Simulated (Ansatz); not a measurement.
# Hypothetical diamond B: biaxial strain −0.37 %, plane normal [110], relaxed out of plane

Take B in the diamond structure (space group Fd-3m, No. 227; a = 4.0326 Å; a hypothetical phase, not in the database extracts checked; relaxed with 0.1 eV smearing) as the base. Axes: x, y, z lie along the cube axes.

The change: biaxial strain −0.37 %, plane normal [110], relaxed out of plane (Cartesian); in-plane vectors clamped, the third vector and the atoms free.

Computed with PBEsol in Ansatz (plane waves to 420 eV, PAW, scalar-relativistic without spin-orbit coupling). Settings: 25×25×25 k-points, 0.1 eV Fermi–Dirac smearing.

| quantity | base | changed | shift |
|---|---|---|---|
| volume per atom | 8.20 Å³ | 8.26 Å³ | +0.06 Å³ |
| energy relative to the base (free energy F) | 0 meV/atom | -0.4 meV/atom | -0.4 meV/atom |
| pressure (mean of the normal stresses, compression positive) | 0.0 GPa | -1.4 GPa | -1.4 GPa |
| band gap | zero | zero | – |
| out-of-plane strain | – | +1.49 % | – |
| mean in-plane stress (compression positive) | – | -2.1 GPa | – |

Final structure (turned so that z lies along the plane normal):

```xyz
2
Lattice="2.8410 0.0000 0.0000 0.0000 4.0177 0.0000 1.4205 2.0089 1.4470" Properties=species:S:1:pos:R:3 pbc="T T T"
B      1.4205     2.9960     0.0000
B      0.0000     0.0173     0.0000
```

No phonon test of stability was made. Under biaxial strain −0.37 %, plane normal [110], relaxed out of plane the cell ends below the base's energy or with stress of the wrong sign: the atoms slid into a distortion or the cell is elastically unstable, so the base is not a stable minimum at this level.

Ansatz is a first-principles code.
